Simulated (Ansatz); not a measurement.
**Smallest direct gap on the k points sampled of MgAlNO (model structure, started from the AlSiCN type, P3m1, No. 156, 4 atoms in the cell) at several levels of theory**

No measured value is used here.

| level (code) | value (eV) | cell (Å³/atom) |
|---|---|---|
| LDA (Ansatz) | 3.55 | 10.80 |
| PBE (Ansatz) | 3.26 | 11.36 |
| PBEsol (Ansatz) | [?] | 11.13 |
| r²SCAN (Ansatz) | 4.03 | 11.06 |
| G0W0@PBEsol (Ansatz) | 5.34 | 11.12 |

Question: Complete the blanks.

Answer: 
- PBEsol (Ansatz, an electronic-structure program), value (eV): 3.30

Computed values are for a static lattice.  Values are at the level's own relaxed cell; G0W0@PBEsol at the PBEsol cell. Cutoffs differ between the levels. Ansatz's density-functional and Hartree–Fock values are scalar-relativistic unless marked +SOC, with PAW data made under PBE.

A model structure was made by putting elements into a prototype or built by hand; it is no filed structure, need not be a known phase, and can be a saddle point held by its symmetry.
